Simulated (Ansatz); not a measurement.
The parent structure is TiO$_{2}$ in the rutile structure (space group P4_2/mnm, No. 136; a = 4.6434 Å, c = 2.9638 Å). Axes: x, y, z lie along a, b, c of the conventional cell.

Computed with plane-wave PAW DFT at the PBE level (Ansatz, a first-principles code, 420 eV), scalar-relativistic without spin-orbit coupling.

Modification: the cell is stretched by 3.00 % along z with no lateral relaxation, atoms relaxed at fixed cell.

Question: Predict the stress tensor and what it implies for the stiffness.

Answer: Stress of the strained cell less that of the base (GPa, compression positive):
```
  -4.23    0.00    0.00
   0.00   -4.23    0.00
   0.00    0.00  -12.89
```

Then −Δσ_ii/ε with ε = 0.0300 gives secant stiffness values (nonlinear terms included at this strain): C33 ≈ 430 GPa, C13 ≈ 141 GPa and C23 ≈ 141 GPa.

As a check, the harmonic strain energy −½ V₀ Δσ:ε is 13 meV/atom; the computed energy rise is 13 meV/atom.

No phonon test of stability was made. The final runs are not spin-polarised.
